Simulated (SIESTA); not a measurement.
Band structure of Cu2WSe4 (P-42m, 7 atoms in the cell).

```
Cu2WSe4
1.0
    5.62704     0.00000     0.00000
    0.00000     5.62704     0.00000
    0.00000     0.00000     5.39103
Cu W Se
2 1 4
Direct
  0.50000   0.00000   0.50000
  0.00000   0.50000   0.50000
  0.00000   0.00000   0.00000
  0.25032   0.74968   0.23806
  0.74968   0.74968   0.76194
  0.74968   0.25032   0.23806
  0.25032   0.25032   0.76194
```

Method of the run: GGA PBEsol, numerical atomic orbitals DZP, PseudoDojo PBEsol standard norm-conserving potentials (rewritten from UPF to PSML) run with SIESTA.

Settings: XC.functional = GGA; XC.authors = PBEsol; potentials = PseudoDojo PBEsol standard; PAO.BasisSize = DZP; PAO.EnergyShift = 0.01 Ry; MeshCutoff = 350 Ry; kgrid.MonkhorstPack = 3 3 3; OccupationFunction = FD; ElectronicTemperature = 0.1 eV; MaxSCFIterations = 150; SCF.Mixer.Method = Broyden; SCF.Mixer.Weight = 0.2; SCF.Mixer.History = 8; SCF.DM.Tolerance = 1.0E-04.

The starting cell comes from a database of computed structures (which also holds hypothetical and non-ambient phases and stackings), without a prior relaxation at this level. Spin-orbit coupling is off. Spin polarisation is off. Values carry the incompleteness of an atom-centred basis.

Levels in eV from the Fermi level, bands 55 to 60:
```
point     55     56     57     58     59    60
-----  -----  -----  -----  -----  -----  ----
Γ      -1.32  -0.92  -0.81  -0.81  -0.18  0.41
X      -1.51  -1.13  -0.58  -0.41   0.21  1.15
M      -1.17  -1.05  -1.05  -0.21   0.98  1.18
Z      -1.48  -1.07  -0.12  -0.12   0.87  1.05
R      -1.30  -1.02  -0.79  -0.09   0.64  1.27
A      -1.42  -0.20   0.02   0.02   1.27  1.65
```

Bands cross the Fermi level along this path, so the cell is metallic at this level.

Higher empty bands are left out: an atom-centred basis made for the valence describes them poorly.
